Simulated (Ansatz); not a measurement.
Structures of equal composition on the (0001) surface of hcp Ti: a pseudomorphic layer of Pt in the host's stacking; a pseudomorphic layer of Pt in the other hollow. The slabs share one bottom face, and each structure is named by its start. These are constructed structures in small cells; real faces may alloy, dewet or reconstruct in larger ones, and not all known structures of the face are among them. Slabs of about 12 Å with all that they carry, Fermi-Dirac smearing of 0.1 eV. Bottom of the slabs: a bare face, its two planes held. Relaxed from the named starts with such symmetry as they have, on meshes of like density; energies extrapolated to zero smearing; no spin-orbit coupling, no U. Spin-polarised runs, if any, are marked in brackets, and their order is one that fits the cell; the others ran without spin.

Level of theory: PBE (plane waves to 420 eV, PAW; Ansatz, a quantum-chemistry and plane-wave program).

Task: Rank these by energy per 1x1 cell (lowest first), as PBE gives it.

Result: a pseudomorphic layer of Pt in the other hollow (0.000 eV), a pseudomorphic layer of Pt in the host's stacking (0.070 eV)
